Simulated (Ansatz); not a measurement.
Functionals compared on the (11-21) surface of hcp Re in its 1x1 cell, outermost plane spacing 0.66 Å in the ideal cut, in Ansatz (plane waves, PAW). The structure was relaxed with PBE; the other rows are single points on it, each with its references at the same level. Cutoff 420 eV (500 eV for r2SCAN).

Slab: 16 atoms, 9.9 Å thick at the start (thin: gaps and levels are the slab's own); k 9x8x1, smearing 0.1 eV, dipole-corrected; all atoms relaxed; symmetry of the start imposed; no spin, no spin-orbit, no U. These notes are the PBE run's.

| functional | surface energy (J/m²) | work function of the top face (eV) | rough cost of the single point |
|---|---|---|---|
| PBE | 3.40 | 4.35 | – |
| LDA | 3.93 | 4.66 | very roughly 2.8 core-minutes |
| PBEsol | 3.82 | 4.45 | about 2.8 core-minutes (a rough figure) |
| RPBE | 3.19 | 4.21 | roughly 3.0 core-minutes |
| r2SCAN | … | … | around 7 core-minutes (rough) |

What belongs in the gaps?


- r2SCAN, surface energy (J/m²): 3.61
- r2SCAN, work function of the top face (eV): 4.38

Ansatz is an electronic-structure program.
